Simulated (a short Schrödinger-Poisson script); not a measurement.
# Gated Al0.33Ga0.67N/GaN polarisation-induced gas

Structure: gated Al0.33Ga0.67N/GaN polarisation-induced gas, at 300 K.

```tsv
layer	material	thickness (nm)	Na (cm⁻³)
1	Al0.33Ga0.67N	10	-
2	GaN	6000	1e15
```

The device is made up for the run: typed textbook-type constants, with dimensions and the other settings drawn at random. Al0.33Ga0.67N: permittivity 9.3, conduction-band edge (eV) 0.462, gap (eV) 4.09, electron mass (mₑ) 0.24, Nv at 300 K (cm⁻³) 4.6e19. GaN: permittivity 9.5, conduction-band edge (eV) 0, gap (eV) 3.43, Nv at 300 K (cm⁻³) 4.6e19.

Channel valleys (confinement mass, in-plane density-of-states mass, number): Γ 0.2, 0.2, 1. At the gate the conduction-band edge of layer 1 lies 1.27 eV − eVg above the Fermi level of the channel; the field vanishes at the back. Sheet of polarisation charge: +1.6e13 e/cm² at 10 nm from the gate. The barrier under the gate holds no holes. Gaps are held at their typed values at every temperature. Mesh 0.08 nm at interfaces.

From a short Schrödinger-Poisson script (our own, NumPy): 1D Poisson equation in equilibrium, electrons quantum, Hartree plus LDA exchange-correlation (BenDaniel-Duke, 40 states a valley, the channel's in-plane mass for all, wave functions free to enter the barrier), parabolic valleys, classical holes, full ionisation, no traps, pinning or gate leakage.

```
Vg (V)  electrons (cm⁻²)  in the channel layer  C (μF/cm²)  Γ E0 (meV)  Γ E1 (meV)
------  ----------------  --------------------  ----------  ----------  ----------
0.5              1.25e13               1.15e13       0.762      -132.5        11.8
0.3              1.15e13               1.07e13       0.758      -122.6        15.3
0.1              1.06e13               9.88e12       0.753      -112.6        18.8
-0.1             9.62e12               9.07e12       0.749      -102.5        22.3
-0.3             8.69e12               8.25e12       0.745       -92.3        25.9
-0.5             7.76e12               7.42e12       0.740       -82.0        29.4
-0.7             6.84e12               6.58e12       0.735       -71.4        33.0
-0.9             5.93e12               5.73e12       0.729       -60.6        36.7
-1.1             5.02e12               4.88e12       0.722       -49.5        40.5
-1.3             4.13e12               4.03e12       0.713       -37.7        44.6
-1.5             3.24e12               3.19e12       0.700       -25.1        49.1
-1.7             2.38e12               2.35e12       0.683       -10.8        54.5
-1.9             1.55e12               1.53e12       0.653         6.6        61.8
-2.1             7.64e11               7.60e11       0.590        31.3        74.6
-2.3             1.34e11               1.34e11       0.358        84.4       112.8
-2.5              2.10e8                2.10e8     0.00611       255.3       277.9
```

Gate voltages with under 1e6 electrons/cm² are left out.

Subbands count from the Fermi level.
